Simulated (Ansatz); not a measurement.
System: Zn-vacancy pair (Zn on one host Al site, one Al site vacant) in fcc Al (neutral cell). Computed with PBE, PAW (plane waves to 420 eV; Ansatz, a program for electronic structure).

32-site cell at the relaxed PBE lattice, a 3×3×3 k-point mesh shifted by half a step, smearing 0.10 eV, spin-restricted, no finite-size correction. Energies are static. Forms of the defect that were not tried may lie lower.

Barriers: single points on a 5×5×5 k-point mesh shifted by half a step at the bands' geometries.

The step: direct exchange of Zn with the vacancy (Zn-vacancy distance between ideal sites 2.86 Å throughout); the atom moves 2.71 Å along (0.00, 0.47, 0.47) of the unit cell; the moving atom starts with neighbours 4 Al at 2.80, 2 Al at 2.85, 4 Al at 2.90, Al at 2.93 Å and ends with 4 Al at 2.80, 2 Al at 2.85, 4 Al at 2.90, Al at 2.93 Å.

Problem. Give the migration barrier of this step at the level PBE, PAW.

Solution. 0.32 eV, the same both ways. At the saddle the moving atom has neighbours 4 Al at 2.57, 2 Al at 3.13, 2 Al at 3.15 Å. The saddle point's order was not checked, and it lies on a symmetry element of the cell, where a band can be held.
